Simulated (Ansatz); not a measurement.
Response to strain in hypothetical zinc blende PbS

Start from PbS in the zinc blende structure (space group F-43m, No. 216; a hypothetical phase, not in the database extracts checked).

```
PbS
1.0
    0.00000     3.27150     3.27150
    3.27150     0.00000     3.27150
    3.27150     3.27150     0.00000
S Pb
1 1
Direct
  0.75000   0.75000   0.75000
  0.00000   0.00000   0.00000
```

Cartesian axes are those of the cell as printed.

Strains are applied to the cell and any free atomic positions relax; under biaxial strain the out-of-plane vector relaxes too; under stress the whole cell relaxes.

All numbers come from plane-wave PAW DFT at the PBEsol level (Ansatz, a quantum-chemistry and plane-wave program, 420 eV), without spin-orbit coupling.

Notes on the quantities. energy relative to the base: free energy F.

```json
[
 {"variant": "base", "energy relative to the base": "0 meV/atom", "band gap": "0.63 eV", "shortest interatomic distance": "5.354 bohr"},
 {"variant": "biaxial strain −0.67 %, plane normal [001], relaxed out of plane", "energy relative to the base": "+0.1 meV/atom", "band gap": "0.60 eV", "shortest interatomic distance": "5.352 bohr"},
 {"variant": "biaxial strain +3.20 %, plane normal [110], relaxed out of plane", "energy relative to the base": "-6.1 meV/atom", "band gap": "0.47 eV", "shortest interatomic distance": "5.271 bohr"},
 {"variant": "tensor shear ε_yz = +0.37 %", "energy relative to the base": "0.0 meV/atom", "band gap": "0.63 eV", "shortest interatomic distance": "5.352 bohr"},
 {"variant": "uniaxial stress, 5 GPa tension along z", "energy relative to the base": "+71 meV/atom", "band gap": "zero", "shortest interatomic distance": "5.411 bohr"},
 {"variant": "uniaxial stress, 3 GPa tension along x", "energy relative to the base": "+37 meV/atom", "band gap": "zero", "shortest interatomic distance": "5.387 bohr"}
]
```

A biaxial case was relaxed in a doubled cell and then solved in the primitive one. The mesh was chosen for an insulator and is coarse for the gapless case. With Pb present, leaving out spin-orbit coupling can change the band edges. Beyond what the load breaks, stability against distortions was not tested. All final runs are without spin polarisation. Under biaxial strain +3.20 %, plane normal [110], relaxed out of plane the cell ends below the base's energy or with stress of the wrong sign: the atoms slid into a distortion or the cell is elastically unstable, so the base is not a stable minimum at this level. Under uniaxial stress, 5 GPa tension along z and uniaxial stress, 3 GPa tension along x the cell changed shape so far that it is another structure. A zero or small gap of PbS under uniaxial stress, 5 GPa tension along z and PbS under uniaxial stress, 3 GPa tension along x can be the functional's error rather than a property of the material.
